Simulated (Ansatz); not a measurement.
Defect migration in rutile-type MgF2: F vacancy, charge state +1. These are PBE, PAW (plane waves to 420 eV; Ansatz, a first-principles code) values and carry that method's errors.

Settings: 72 host sites, the relaxed PBE lattice, the Γ point alone, smearing 0.01 eV, spin-restricted, no image-charge correction. Static, classical nuclei. The charge state is imposed; whether it is stable for some Fermi level was not computed. Forms of the defect that were not tried may lie lower.

Barriers: single points on a 2×2×2 k-point mesh shifted by half a step at the bands' geometries.

A. one F atom jumps into the vacancy from a nearby F site; the atom moves 2.69 Å along (0.10, 0.47, -0.47) of the unit cell; the moving atom starts with neighbours F at 2.55; Mg at 1.98, 2 Mg at 2.05 Å and ends with Mg at 1.98, Mg at 2.05, Mg at 2.08 Å; saddle order first order.
B. one F atom jumps into the vacancy from a nearby F site; the atom moves 3.03 Å along (0.00, 0.00, -0.98) of the unit cell; the moving atom starts with neighbours Mg at 1.99, Mg at 2.01, Mg at 2.03 Å and ends with Mg at 1.99, Mg at 2.01, Mg at 2.03 Å; saddle order first order.
C. one F atom jumps into the vacancy from a nearby F site; the atom moves 2.33 Å along (-0.35, -0.35, 0.00) of the unit cell; the moving atom starts with neighbours 2 Mg at 1.96, Mg at 2.14 Å and ends with 2 Mg at 1.96, Mg at 2.14 Å; saddle order first order.

Q: Rank these by forward barrier (lowest first), as PBE, PAW gives it.

A: C (0.54 eV), A (0.71 eV), B (1.17 eV)
